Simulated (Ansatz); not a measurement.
The reference is Si in the diamond structure (space group Fd-3m, No. 227; a = 5.4441 Å).

The values are results of r2SCAN (Ansatz, an electronic-structure program; PAW; 500 eV plane waves; no spin-orbit coupling), earlier PAW set, not measurements.

Carriers are added at fixed cell with a uniform background; the Fermi–Dirac width is that of 300 K.

One change was made to it. Results:

```json
[
 {"quantity": "gap between the host's bands", "base": "0.77 eV", "after": "0.74 eV"},
 {"quantity": "gap character", "base": "indirect, Γ → a point along ⟨100⟩, about 1.0 Å⁻¹ from Γ", "after": "indirect, Γ → a point along ⟨100⟩, about 1.0 Å⁻¹ from Γ"},
 {"quantity": "Fermi level relative to the doped band's edge (positive inside the band; to 0.05 eV)", "base": "–", "after": "+0.50 eV"}
]
```

Task: Name the change that was made.
A. holes 2.0×10^21 cm⁻³
B. holes 1.0×10^21 cm⁻³
C. holes 3.0×10^21 cm⁻³
D. electrons 3.0×10^21 cm⁻³

Result: D, electrons 3.0×10^21 cm⁻³. For comparison, the gap between the host's bands in the other runs: holes 2.0×10^21 cm⁻³ gives 0.81 eV; holes 1.0×10^21 cm⁻³ gives 0.79 eV; holes 3.0×10^21 cm⁻³ gives 0.83 eV.

Charged cell with a jellium background: band edges are those of the host's band count, energies are not comparable with the neutral cell, and many-body gap narrowing is missing. Whether these cells are dynamically stable was not tested.
